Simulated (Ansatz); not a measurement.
The starting structures come from a database of crystals and need not be the phases stable at ambient conditions.

By PBEsol, the system below comes out a metal.

Here is the system:

```
OsSi
1.0
    4.15466     0.00000     0.00000
   -2.07733     3.59804     0.00000
    2.07733     1.19935     1.69613
Si Os
1 1
Direct
  0.00000   0.50000   0.50000
  0.00000   0.00000   0.00000
```

The cell is taken as given; by PBEsol it stands under a pressure of -1.1 GPa.

The current flows along the normal of the first two printed cell vectors, the (111) plane of the conventional cell. No spin-orbit coupling; the value is a mean over 0.1 eV about the Fermi level.

### Question
Predict the ballistic conductance per area from Ansatz (a program for electronic structure) with PBEsol.

### Answer
0.49 × 10¹⁵ S/m² for both spins.
